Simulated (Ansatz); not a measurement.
# Element substitutions in hypothetical ReO3 type BiF3

Consider BiF3 in the ReO3 type structure (space group Pm-3m, No. 221; a = 4.568 Å; a hypothetical phase, not in the database extracts checked).

Each row replaces one element on all its sites; cell and atoms are relaxed.

Calculations: plane-wave PAW DFT at the PBE level (Ansatz, a program for electronic structure, 420 eV), no spin-orbit coupling.

```json
[
 {"variant": "base", "density": "4.63 g/cm³", "width of the top valence band": "3.14 eV", "band gap": "3.13 eV", "hole mass": "0.28 mₑ (at R)"},
 {"variant": "Bi → As", "density": "3.12 g/cm³", "width of the top valence band": "4.40 eV", "band gap": "1.33 eV", "hole mass": "0.14 mₑ (at R)"},
 {"variant": "F → Cl", "density": "3.26 g/cm³", "width of the top valence band": "1.51 eV", "band gap": "1.27 eV", "hole mass": "0.11 mₑ (at R)"},
 {"variant": "F → Br", "density": "3.95 g/cm³", "width of the top valence band": "1.00 eV", "band gap": "0.80 eV", "hole mass": "0.070 mₑ (at R)"},
 {"variant": "Bi → Tl", "density": "5.21 g/cm³", "width of the top valence band": "0.85 eV", "band gap": "0.71 eV", "hole mass": "–"}
]
```

With Bi and Tl present, leaving out spin-orbit coupling can change the band edges. Masses are band curvatures over ±0.01 Å⁻¹ around the edge. Whether these cells are dynamically stable was not tested. As relaxed here, AsF3, BiCl3, BiBr3 and TlF3 are hypothetical phases, not in the database extracts checked.
